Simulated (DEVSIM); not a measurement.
System: abrupt Si p-n junction, at 300 K.

| layer (left to right) | material | thickness (μm) | Nd (cm⁻³) | Na (cm⁻³) | τn (s) | τp (s) |
|---|---|---|---|---|---|---|
| 1 | Si | 2.80 | - | 1.5e17 | 3.7e-6 | 3.7e-6 |
| 2 | Si | 11.0 | 8.8e15 | - | 3.7e-6 | 3.7e-6 |

Left contact: ohmic. Right contact: ohmic. Voltage is applied to the left contact. Recombination: SRH at mid-gap, radiative, Auger. Mobility is μmin + (μ − μmin)/(1 + (N/Nref)^α).

This is a model device: material constants are rounded textbook-type values typed into the input, and sizes, dopings and lifetimes were drawn at random. Values at 300 K.

```tsv
parameter	Si
gap (eV)	1.124
affinity (eV)	4.05
permittivity	11.7
Nc (cm⁻³)	2.86e19
Nv (cm⁻³)	3.1e19
μn (cm²/Vs)	1417
μp (cm²/Vs)	470
μn,min	52
μp,min	45
Nref,n	9.7e16
Nref,p	2.2e17
αn	0.68
αp	0.72
B (cm³/s)	4.7e-15
Cn (cm⁶/s)	2.8e-31
Cp (cm⁶/s)	9.9e-32
```

Simulated with DEVSIM: 1D drift-diffusion, Boltzmann statistics, complete ionisation; no tunnelling, impact ionisation, image-force lowering or self-heating.

**Question.** Give the dark reverse current.

**Answer.** 
```json
[
 {"V (V)": "-0.10", "J (A/cm²)": "-1.0e-9"},
 {"V (V)": "-0.25", "J (A/cm²)": "-2.0e-9"},
 {"V (V)": "-0.50", "J (A/cm²)": "-3.3e-9"},
 {"V (V)": "-0.75", "J (A/cm²)": "-4.4e-9"},
 {"V (V)": "-1.00", "J (A/cm²)": "-5.5e-9"},
 {"V (V)": "-1.50", "J (A/cm²)": "-7.2e-9"},
 {"V (V)": "-2.00", "J (A/cm²)": "-8.8e-9"},
 {"V (V)": "-2.50", "J (A/cm²)": "-1.0e-8"},
 {"V (V)": "-3.25", "J (A/cm²)": "-1.2e-8"},
 {"V (V)": "-4.00", "J (A/cm²)": "-1.4e-8"},
 {"V (V)": "-5.00", "J (A/cm²)": "-1.6e-8"}
]
```
